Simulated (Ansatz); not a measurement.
This Ansatz (a program for electronic structure) input is the reference run, YN in the rock salt structure (space group Fm-3m, No. 225), computed with r2SCAN/PAW in Ansatz, no spin-orbit coupling:

Ansatz 0.2 input:
```yaml
crystal:
  lattice:
    - [0, 2.4478343422, 2.4478343422]
    - [2.4478343422, 0, 2.4478343422]
    - [2.4478343422, 2.4478343422, 0]
  atoms:
    - { symbol: N, position: [0, 0, 0] }
    - { symbol: Y, position: [0.5, 0.5, 0.5] }
basis: { ecutwfc: 500, ecutrho_ratio: 4, xc_grid: 4, fft_grid_basis: typed }
kpoints: { mp_grid: { grid: [12, 12, 12] } }
hamiltonian:
  xc: r2scan
  dispersion: none
  pseudopotentials: { kind: paw }
scf: { occupations: { method: fermi_dirac, width: 0.05 }, convergence: { dr2_threshold: 0.0000000002 } }
output: { forces: true, stress: true }
checkpoint: { write: state.ck, write_every: 1000 }
```

### Question
Write the input for this change: biaxial strain +2.71 %, plane normal [001], relaxed out of plane (Cartesian); in-plane vectors clamped, the third vector and the atoms free.

### Answer
Ansatz 0.2 input:
```yaml
crystal:
  lattice:
    - [3.5555742354, 0, 0]
    - [0, 3.5555742354, 0]
    - [1.7777871177, -1.7777871177, 2.4146661869]
  atoms:
    - { symbol: N, position: [0, 0, 0] }
    - { symbol: Y, position: [0.5, 0.5, 0] }
basis: { ecutwfc: 500, ecutrho_ratio: 4, xc_grid: 4, fft_grid_basis: typed }
kpoints: { mp_grid: { grid: [12, 12, 12] } }
hamiltonian:
  xc: r2scan
  dispersion: none
  pseudopotentials: { kind: paw }
scf: { occupations: { method: fermi_dirac, width: 0.05 } }
relax: { f_tol: 0.005, max_steps: 50, cell: { stress_tol: 0.01, fix: [a, b, gamma] } }
output: { forces: true, stress: true }
checkpoint: { write: state.ck, write_every: 1000 }
```
This is the input that was run; other choices of cell and start would serve too.

Whether these cells are dynamically stable was not tested.
